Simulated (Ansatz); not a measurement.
Base system: Ca2Si (space group Fm-3m, No. 225; a = 7.1600 Å; a model cell, its experimental status unchecked). Axes: x, y, z lie along the cube axes.

The values are results of r2SCAN/PAW in Ansatz (a program for electronic structure), spin-orbit coupling left out, not measurements.

Now apply this change: the cell is stretched by 1.15 % along x with no lateral relaxation, atoms relaxed at fixed cell.

Q: Predict the stress tensor and what it implies for the stiffness.

A: Stress of the strained cell less that of the base (GPa, compression positive):
```
  -1.00    0.00    0.00
   0.00   -0.16    0.00
   0.00    0.00   -0.16
```

Then −Δσ_ii/ε with ε = 0.0115 gives relaxed-ion elastic constants: C11 ≈ 87 GPa.

Stability against distortions was not tested.
